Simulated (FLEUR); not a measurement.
Band structure of BaB6 (Pm-3m, 7 atoms in the cell).

```
BaB6
1.0
    4.23065     0.00000     0.00000
    0.00000     4.23065     0.00000
    0.00000     0.00000     4.23065
Ba B
1 6
Direct
  0.00000   0.00000   0.00000
  0.20566   0.50000   0.50000
  0.79434   0.50000   0.50000
  0.50000   0.20566   0.50000
  0.50000   0.79434   0.50000
  0.50000   0.50000   0.20566
  0.50000   0.50000   0.79434
```

Computed with LDA (Vosko-Wilk-Nusair), all-electron FLAPW (FLEUR), scalar-relativistic valence.

Settings: Kmax = 4 1/bohr; GmaxXC = 14 1/bohr; xcFunctional = vwn; jspins = 1; l_soc = F; mode = hist; fermiSmearingEnergy = 0.00367493 Htr; mesh (inpgen div1-3) = 10 10 10; inpgen gamma flag = true; Gmax = 14 1/bohr; numbands = 0; maxIterBroyd = 40; imix = Anderson; alpha = 0.05.

The starting cell comes from a database of computed structures (which also holds hypothetical and non-ambient phases and stackings), without a prior relaxation at this level. Its lattice was rescaled by a random factor within 2.5 % of one. Values depend on the basis (sphere radii, cutoffs, local orbitals), which need not be converged.

Levels in eV from the Fermi level, bands 11 to 18:
```tsv
point	11	12	13	14	15	16	17	18
Γ	-4.88	-0.28	-0.28	-0.28	2.69	2.69	2.69	4.03
X	-1.59	-1.59	-1.41	-0.17	0.03	3.66	3.66	5.36
M	-2.56	-2.56	-1.14	-1.14	3.81	3.81	5.41	5.42
R	-2.48	-0.79	-0.79	-0.79	4.78	7.19	7.19	7.19
```
